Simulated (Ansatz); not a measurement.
Results of LDA (Ansatz, an electronic-structure program, plane waves, PAW) for Nb2AlB2 (model structure, started from the Ti2InB2 type, P-6m2, No. 187, 5 atoms in the cell).

Settings: plane-wave cutoff 520 eV, 24×24×8 k mesh (along the axes of the cell as run), Fermi–Dirac smearing 0.05 eV, no spin polarisation, scalar-relativistic PAW data made under PBE.

Cell (relaxed at this level):

```xyz
5
Lattice="3.0762 0.0000 0.0000 -1.5381 2.6641 0.0000 0.0000 0.0000 7.4875" Properties=species:S:1:pos:R:3 pbc="T T T"
Nb     0.0000     1.7760     5.2970
Nb     0.0000     1.7760     2.1906
Al     0.0000     0.0000     0.0000
B      0.0000     0.0000     3.7438
B      1.5381     0.8880     3.7438
```

Q: Give the computed bulk modulus B0.

A: 
- bulk modulus B0: 199 GPa

Note: the run has no spin polarisation, so it can have missed a magnetic state; the bulk modulus is −V dP/dV from two relaxed cells at ±2 % in volume; the relaxation could raise the start's symmetry but not lower it, so the cell can be a saddle point.

The result took around 4 core-minutes (rough).

A model structure was made by putting elements into a prototype or built by hand; it is no filed structure, need not be a known phase, and can be a saddle point held by its symmetry.
